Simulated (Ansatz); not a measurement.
Take TiN in the rock salt structure (space group Fm-3m, No. 225; a = 4.233 Å) as the base.

The values are results of Ansatz (a quantum-chemistry and plane-wave program) r2SCAN, no spin-orbit coupling, not measurements.

One change was made to it. Results:

The shortest interatomic distance decreases by 0.032 Å to 2.084 Å; the density rises by 0.26 g/cm³ to 5.68 g/cm³.

Question: Which of these changes matches the shifts?
A) pressure 30 GPa
B) pressure 15 GPa
C) pressure −2 GPa
D) pressure 4.5 GPa
E) pressure −1 GPa

Answer: B, pressure 15 GPa. For comparison, the shortest interatomic distance in the other runs: pressure −2 GPa gives 2.121 Å; pressure −1 GPa gives 2.119 Å; pressure 4.5 GPa gives 2.106 Å; pressure 30 GPa gives 2.057 Å.

Load acts through the strain it causes; cell and atoms are relaxed under it. Stability against distortions was not tested. No other phases were tried under pressure. The final runs are not spin-polarised. An odd electron count without spin: TiN.
